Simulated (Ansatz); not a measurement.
## Response to strain in CdSe

Take CdSe in the wurtzite structure (space group P6_3mc, No. 186; a = 4.383 Å, c = 7.154 Å) as the base. Axes: x lies along a and z along c of the hexagonal cell.

Strains are applied to the cell and any free atomic positions relax; under biaxial strain the out-of-plane vector relaxes too.

Computed with Ansatz (an electronic-structure program) PBE, scalar-relativistic without spin-orbit coupling.

| biaxial strain, plane normal [001], relaxed out of plane (%) | out-of-plane strain (%) |
|---|---|
| -4.42 | 3.76 |
| -3.28 | ? |
| -2.15 | 1.82 |
| -0.81 | 0.68 |
| 0 | 0.00 |

**Question.** Fit ε⊥ = −νε + γε² (strains in %) to the rows shown and predict the withheld row.

**Answer.** Least squares on the printed values gives ν = 0.84 (the biaxial Poisson response) and γ = 0.002 (largest residual 0.00 %); this predicts 2.78 %, and the run gives 2.78 %, in agreement.

No phonon test of stability was made.
